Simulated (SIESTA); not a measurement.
SIESTA is run on Cs3Hg (Pm-3m, 4 atoms in the cell), and the run fails. The aim is a self-consistent single point with DFT, GGA PBEsol, numerical atomic orbitals DZP, PseudoDojo PBEsol standard norm-conserving potentials (rewritten from UPF to PSML).

Cell that was meant: a = 6.7415 Å, b = 6.7415 Å, c = 6.7415 Å, α = 90.00°, β = 90.00°, γ = 90.00°.

Part of the input:

```
XC.authors                   PBEsol
PAO.BasisSize                DZP
PAO.EnergyShift              0.01 Ry
MeshCutoff                   350
%block kgrid.MonkhorstPack
    4   0   0  0.0
    0   4   0  0.0
```

Output, abridged:

```
reinit: Reading from file input.fdf

reinit: System Name: Cs3Hg
reinit: System Label: siesta

coor:   Atomic-coordinates input format  =     Cartesian coordinates
coor:                                          (in Angstroms)

siesta: Atomic coordinates (Bohr) and species
siesta:      0.00000   6.36978   6.36978  1        1
siesta:      6.36978   0.00000   6.36978  1        2
siesta:      6.36978   6.36978   0.00000  1        3
siesta:      0.00000   0.00000   0.00000  2        4

siesta: System type = bulk

initatomlists: Number of atoms, orbitals, and projectors:      4    46    79

siesta: ******************** Simulation parameters ****************************
redata: Spin configuration                          = none
redata: Time-Reversal Symmetry                      = T
redata: Number of Atomic Species                    =        2
ERROR

FDF module: fdf_physical:  no unit specified for MeshCutoff

     File: fdf.F90
     Line:  2144
Note: The following floating-point exceptions are signalling: IEEE_INVALID_FLAG IEEE_OVERFLOW_FLAG
STOP Stopping Program
```

Q: From the messages shown, name the fault and mend the input.

A: The fault is an energy without its unit. The key takes a value and a unit. To fix it, add the unit. The program stopped before any SCF iteration.

The sound input it was made from differs as follows (other fixes are possible):
```diff
-MeshCutoff                   350
+MeshCutoff                   350 Ry
```

With that input, the run converged in 13 iterations: free energy E − TS -6433.7585 eV; Fermi level (on the code's own zero) -1.95 eV; pressure 0.16 GPa (DFT, GGA PBEsol, numerical atomic orbitals DZP, PseudoDojo PBEsol standard norm-conserving potentials (rewritten from UPF to PSML)).

On the sound input: the starting cell comes from a database of computed structures (which also holds hypothetical and non-ambient phases and stackings), without a prior relaxation at this level. Its lattice was rescaled by a random factor within 2.5 % of one. Values carry the incompleteness of an atom-centred basis.
